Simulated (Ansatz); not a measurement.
# What S → Ir does to MgS

The reference is MgS in the rock salt structure (space group Fm-3m, No. 225; a = 5.203 Å).

Now apply this change: Ir takes the place of S on all its sites, then cell and atoms are relaxed.

Calculations: DFT with r2SCAN, PAW potentials and a 500 eV plane-wave cutoff in Ansatz (a program for electronic structure), scalar-relativistic without spin-orbit coupling. k-mesh 16×16×16 (Γ-centred); smearing 0.05 eV (Fermi–Dirac), for the changed cell.

* **Volume per atom**: 17.06 Å³ (base 17.61 Å³)
* **Density**: 10.54 g/cm³ (base 2.66 g/cm³)
* **Lattice parameter a**: 5.149 Å (base 5.203 Å)
* **Shortest interatomic distance**: 2.574 Å (base 2.602 Å)
* **Band gap**: zero (base 3.46 eV)

Final structure:

```
CELL_PARAMETERS angstrom
      0.00000     2.57437     2.57437
      2.57437     0.00000     2.57437
      2.57437     2.57437     0.00000
ATOMIC_POSITIONS crystal
  Ir 0.00000 0.00000 0.00000
  Mg 0.50000 0.50000 0.50000
```

Cost of the whole job for the changed cell (relaxation, final SCF and bands): about 2.1 core-minutes (a rough figure).

Stability against distortions was not tested. As relaxed here, MgIr is a hypothetical phase, not in the database extracts checked. All final runs are without spin polarisation. An odd electron count without spin: MgIr. MgIr has a high density of states at the Fermi level and may be magnetic at this level.
